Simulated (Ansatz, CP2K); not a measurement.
A CP2K input for a self-consistent single point of SiC (P6_3mc, 4 atoms in the cell) (DFT PBE, GPW, DZVP-MOLOPT-SR-GTH basis, GTH-PBE potentials (GTH_POTENTIALS)):

```
&GLOBAL
  PROJECT run
  RUN_TYPE ENERGY_FORCE
  PRINT_LEVEL MEDIUM
&END GLOBAL
&FORCE_EVAL
  METHOD Quickstep
  STRESS_TENSOR ANALYTICAL
  &DFT
    BASIS_SET_FILE_NAME BASIS_MOLOPT
    POTENTIAL_FILE_NAME GTH_POTENTIALS
    &QS
      METHOD GPW
      EPS_DEFAULT 1E-10
    &END QS
    &MGRID
      CUTOFF 400
      REL_CUTOFF 60
      NGRIDS 5
    &END MGRID
    &SCF
      SCF_GUESS ATOMIC
      EPS_SCF 1E-6
      MAX_SCF 100
      ADDED_MOS 4
      &DIAGONALIZATION
        ALGORITHM STANDARD
      &END DIAGONALIZATION
      &MIXING
        METHOD BROYDEN_MIXING
        ALPHA 0.4
        NBUFFER 10
        BETA 1.5
      &END MIXING
      &SMEAR ON
        METHOD FERMI_DIRAC
        ELECTRONIC_TEMPERATURE [K] 232.09
      &END SMEAR
    &END SCF
    &KPOINTS
      SCHEME MONKHORST-PACK 6 6 4
      GAMMA_CENTERED T
    &END KPOINTS
    &XC
      &XC_FUNCTIONAL PBE
      &END XC_FUNCTIONAL
    &END XC
    &PRINT
      &MO
        EIGENVALUES T
        OCCUPATION_NUMBERS T
        NDIGITS 8
        FILENAME mo
        &EACH
          QS_SCF 0
        &END EACH
        ADD_LAST NUMERIC
      &END MO
      &MULLIKEN ON
      &END MULLIKEN
    &END PRINT
  &END DFT
  &SUBSYS
    &CELL
      A 3.07351000 0.00000000 0.00000000
      B -1.53675500 2.66173800 0.00000000
      C 0.00000000 0.00000000 5.04525000
      PERIODIC XYZ
    &END CELL
    &COORD
      SCALED
      Si       0.33333300     0.66666700     0.49960000
      Si       0.66666700     0.33333300     0.99960000
      C        0.33333300     0.66666700     0.87540000
      C        0.66666700     0.33333300     0.37540000
    &END COORD
    &KIND Si
      BASIS_SET DZVP-MOLOPT-SR-GTH-q4
      POTENTIAL GTH-PBE-q4
    &END KIND
    &KIND C
      BASIS_SET DZVP-MOLOPT-SR-GTH-q4
      POTENTIAL GTH-PBE-q4
    &END KIND
  &END SUBSYS
  &PRINT
    &FORCES ON
    &END FORCES
    &STRESS_TENSOR ON
    &END STRESS_TENSOR
  &END PRINT
&END FORCE_EVAL
```

Task: Give the Ansatz (a first-principles code) input for the same structure, mesh, smearing and functional.

Result: This is the input that was run; spellings and numerical settings could be chosen otherwise.

Ansatz 0.2 input:
```yaml
crystal:
  lattice:
    - [3.073510, 0.000000, 0.000000]
    - [-1.536755, 2.661738, 0.000000]
    - [0.000000, 0.000000, 5.045250]
  atoms:
    - { symbol: Si, position: [0.333333, 0.666667, 0.499600] }
    - { symbol: Si, position: [0.666667, 0.333333, 0.999600] }
    - { symbol: C, position: [0.333333, 0.666667, 0.875400] }
    - { symbol: C, position: [0.666667, 0.333333, 0.375400] }
basis:
  ecutwfc: 420.0
kpoints:
  mp_grid: { grid: [6, 6, 4] }
hamiltonian:
  xc: pbe
  pseudopotentials: { kind: paw }
scf:
  occupations: { method: fermi_dirac, width: 0.02 }
output:
  forces: true
  eigenvalues: true
  stress: true
```

Basis, cutoffs, solver keys and any potentials are the target program's own. This input uses DFT, PBE, plane waves, default PAW files.

The starting cell comes from a database of computed structures (which also holds hypothetical and non-ambient phases and stackings), without a prior relaxation at this level.
